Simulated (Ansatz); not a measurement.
Ansatz (an electronic-structure program) run on Au (C2/m, 2 atoms in the cell): relaxation of the atoms.

Method of the run: LDA (PW92), default PAW files made with PBE (plane waves; Ansatz).

The change in words: one atom moved by 0.15 angstrom; relax: default → atoms; relax.f_tol: default → 0.001 eV/Å. Reference geometry:
```
Au
1.0
    1.40708    -2.54827     0.00000
    1.40708     2.54827     0.00000
    0.00000     0.00000     4.87849
Au
2
Direct
  0.66533   0.33467   0.25000
  0.33467   0.66533   0.75000
```

Reference input (self-consistent single point, DFT, LDA (PW92), plane waves, default PAW files made with PBE): basis.ecutwfc = 30.9 Ry; kpoints.mp_grid.grid = 13 13 7; hamiltonian.xc = lda; hamiltonian.pseudopotentials = {kind: paw} (the program's default PAW files); scf.occupations.method = gaussian; scf.occupations.width = 0.0073 Ry. This run's input differs from it in these lines:

```diff
@@ -6,3 +6,3 @@
   atoms:
-    - { symbol: Au, position: [0.665330, 0.334670, 0.250000] }
+    - { symbol: Au, position: [0.665330, 0.334670, 0.280747] }
     - { symbol: Au, position: [0.334670, 0.665330, 0.750000] }
@@ -17,2 +17,4 @@
   occupations: { method: gaussian, width: 0.0073 Ry }
+relax:
+  f_tol: 0.001
 output:
```

The program printed (abridged):

```
   [... SCF lines of the steps left out ...]
relax step   1: F+E_penalty+E_count = -25729.78238887 eV  Δ(F+E_penalty+E_count) = +0.000e0 eV  max|allowed force component| = 8.901e-1 eV/Å  Δτ_max = 0.0000 Å  (6 SCF iters, dr2 threshold 1.00e-7 eV, accepted)
relax step   2: F+E_penalty+E_count = -25729.76442448 eV  Δ(F+E_penalty+E_count) = +1.796e-2 eV  max|allowed force component| = 1.016e0 eV/Å  Δτ_max = 0.1595 Å  (4 SCF iters, dr2 threshold 4.95e-5 eV, rejected (line search))
   [... lines left out ...]
relax step   5: F+E_penalty+E_count = -25729.84769283 eV  Δ(F+E_penalty+E_count) = -1.493e-4 eV  max|allowed force component| = 1.061e-2 eV/Å  Δτ_max = 0.0165 Å  (6 SCF iters, dr2 threshold 4.55e-9 eV, accepted)
relax step   6: F+E_penalty+E_count = -25729.84770344 eV  Δ(F+E_penalty+E_count) = -1.062e-5 eV  max|allowed force component| = 3.156e-4 eV/Å  Δτ_max = 0.0013 Å  (3 SCF iters, dr2 threshold 8.58e-8 eV, accepted)
relax step   7: F+E_penalty+E_count = -25729.84770344 eV  Δ(F+E_penalty+E_count) = -2.256e-10 eV  max|allowed force component| = 3.186e-4 eV/Å  Δτ_max = 0.0000 Å  (3 SCF iters, accepted)
the relaxation is at rest under the 4 symmetry operations that the run kept from its start: a minimum is not shown …
Stability not checked: this state was not tested for a lower state beside it, because too few of the mixer's solves of this state at the end of the SCF gave a …
Free energy (F): -25729.847703 eV
Internal energy: -25729.844627 eV  (E = F + TS)
E sigma→0 (E₀):  -25729.846165 eV
Entropy (-TS):   -0.003076 eV (-1.538 meV/atom)
Fermi energy:    19.400331 eV
--- Forces (eV/Å), atoms counted from 1 ---
  atom   1  Au     0.00000000     0.00001484     0.00031861
   [... lines left out ...]
--- Relaxed structure (7 steps of the walk, 6 accepted, 0 SCFs on fresh bases) ---
  F+E_penalty+E_count = -25729.84770344 eV   max|allowed force component| = 3.186e-4 eV/Å
  atoms:
    - { symbol: Au, position: [0.6606132162217351, 0.339386783778265, 0.2653676768135441] }
    - { symbol: Au, position: [0.339386783778265, 0.6606132162217351, 0.7653793231864562] }
```

The run converged. 

Summary of the result:
| Property | Result |
|---|---|
| Free energy E − TS (on the zero of these files) | -25729.8477 eV |
| Fermi level (on the code's own zero) | 19.40 eV |
| Pressure | -8.57 GPa |
| Relaxation steps | 7 |

The starting cell comes from a database of computed structures (which also holds hypothetical and non-ambient phases and stackings), without a prior relaxation at this level. Its lattice was rescaled by up to half a per cent. For this run, on top of that: one atom moved by 0.15 angstrom. The relaxation keeps the symmetry of its start, so its end need not be a minimum. Ansatz's pressure includes its estimate of the finite-basis (Pulay) stress.

Cost on one core of a shared machine: roughly 70 s.

Keys are those of Ansatz 0.2.
